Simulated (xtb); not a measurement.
xtb 6.7.1, GFN2-xTB: Hf(Cl)3(OEt) (CC[O][Hf]([Cl])([Cl])[Cl]), 12 atoms. The geometry is a generated start, not checked to be a minimum at this level.

```
Property                                                                                                       Result
------------------------  -------------------------------------------------------------------------------------------
method                                                                                                       GFN2-xTB
--acc                                                                                                     1 (default)
--etemp (K)                                                                                             300 (default)
detailed input (--input)  none: ANC optimiser, Lindh (1995) Hessian, microcycle=20, maxdispl=1.0, hlow=0.01 (default)
basis functions                                                                                                    57
valence electrons                                                                                                  44
```

```xyz
12

Hf    -0.7552     1.7209     0.9400
Cl     1.3191     2.4417     1.4443
Cl    -1.5669     0.5279     2.6660
Cl    -2.1306     3.3832     0.2896
O     -0.5060     0.5044    -0.3916
C      0.3708    -0.5510    -0.0762
C      0.4622    -1.5309    -1.2441
H      1.3731    -0.1309     0.1348
H     -0.0098    -1.0758     0.8225
H      0.8199    -1.0090    -2.1284
H      1.1455    -2.3399    -1.0017
H     -0.5222    -1.9405    -1.4552
```

Charge 0 and multiplicity 1 are set for this test and not shown to be the ground state.

The structure is relaxed from this start with --opt LEVEL for the levels crude, sloppy, loose, lax, normal, tight, vtight, extreme, once each. Up to the end of the extreme run atoms move by at most 2.2 Å along an axis.

Task: Choose the cheapest level whose final energy lies within 5 meV of that of extreme.

Result: vtight: 80 cycles against 80, ending 0.000 meV above.

| level | cycles | energy above the extreme run (meV) | gradient norm (eV/Å) |
|---|---|---|---|
| crude | 1 | 370 | 0.068 |
| sloppy | 1 | 370 | 0.068 |
| loose | 1 | 370 | 0.068 |
| lax | 1 | 370 | 0.068 |
| normal | 4 | 370 | 0.018 |
| tight | 5 | 370 | 0.011 |
| vtight | 80 | under 0.01 | 0.0019 |
| extreme | 80 | — | 0.0019 |
